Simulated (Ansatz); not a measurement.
# A computed series for Hf: response to strain

Start from Hf in the hcp (Mg type) structure (space group P6_3/mmc, No. 194; a = 3.1174 Å, c = 4.9501 Å; relaxed with 0.1 eV smearing). Axes: x lies along a and z along c of the hexagonal cell.

Strains are applied to the cell and any free atomic positions relax.

The values are results of Ansatz (a first-principles code) LDA, no SOC, not measurements.

Notes on the quantities. energy relative to the base: free energy F.

```csv
uniaxial strain ε_zz (%),energy relative to the base (meV/atom)
0,0.0
0.5,0.3
1,1.4
1.5,3.0
2,5.4
2.5,?
3,11.8
```

Fit ΔE = Aε² + Bε³ (ε in %) to the rows shown and predict the withheld row.

Least squares on the printed values gives A = 1.40 and B = -0.029 meV/atom (largest residual 0.1 meV/atom); this predicts 8.3 meV/atom, and the run gives 8.3 meV/atom, in agreement.

Stability against distortions was not tested. All final runs are without spin polarisation.
